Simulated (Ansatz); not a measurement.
Y under a change: uniaxial strain ε_zz = +1.00 %

Base system: Y in the hcp (Mg type) structure (space group P6_3/mmc, No. 194; a = 3.652 Å, c = 5.703 Å; relaxed with 0.1 eV smearing). Axes: x lies along a and z along c of the hexagonal cell.

Now apply this change: the cell is stretched by 1.00 % along z with no lateral relaxation; the atoms relax in the strained cell.

Level of theory: PBE (Ansatz, a first-principles code, PAW, no spin-orbit coupling). Γ-centred 18×18×10 mesh, Fermi–Dirac width 0.1 eV.

The space group is still P6_3/mmc (No. 194) and the shortest interatomic distance grows by 0.043 bohr (6.702 bohr → 6.745 bohr). The energy goes up by 0.8 meV/atom and the pressure (mean of the normal stresses, compression positive) goes from zero to -0.4 GPa. The band gap stays zero and the stress (xx, yy, zz, yz, xz, xy; compression positive) comes out as (-0.2, -0.2, -0.8, 0.0, 0.0, 0.0) GPa.

Cost of the whole job for the changed cell (relaxation, final SCF and bands): roughly 26 core-seconds.

No phonon test of stability was made. All final runs are without spin polarisation.
